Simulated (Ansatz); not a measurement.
Sb with two functionals, isotropic strain −1.20 %

Consider Sb (space group R-3m, No. 166; a = 4.3197 Å, c = 11.0234 Å (hexagonal axes); relaxed with 0.1 eV smearing).

(Cell as relaxed with PBE-D3(BJ).)

Levels (all Ansatz, an electronic-structure program, PAW): PBE-D3(BJ) (420 eV, no spin-orbit coupling); r2SCAN+rVV10 (500 eV, without spin-orbit coupling).

Each level relaxes its own structure.

| base | PBE-D3(BJ) | r2SCAN+rVV10 |
|---|---|---|
| volume per atom | 29.69 Å³ | 30.63 Å³ |
| lattice parameter a | 4.320 Å | 4.326 Å |
| band gap | zero | zero |

One thing is altered: every lattice vector is shortened by 1.20 %; the atoms relax in the strained cell.

| quantity | PBE-D3(BJ) | r2SCAN+rVV10 |
|---|---|---|
| largest internal atomic displacement | 0.021 Å | … |
| pressure (mean of the normal stresses, compression positive) | 1.8 GPa | … |
| energy relative to the base (free energy F) | +5.7 meV/atom | … |
| band gap | zero | … |

### Question
Predict the r2SCAN+rVV10 column.

### Answer

- largest internal atomic displacement, r2SCAN+rVV10: 0.020 Å
- pressure (mean of the normal stresses, compression positive), r2SCAN+rVV10: 1.6 GPa
- energy relative to the base (free energy F), r2SCAN+rVV10: +5.4 meV/atom
- band gap, r2SCAN+rVV10: zero

The two agree on the band gap. Neither level is exact; r2SCAN+rVV10 is the comparison here, not a measurement.

With Sb present, leaving out spin-orbit coupling can change the band edges. No phonon test of stability was made.
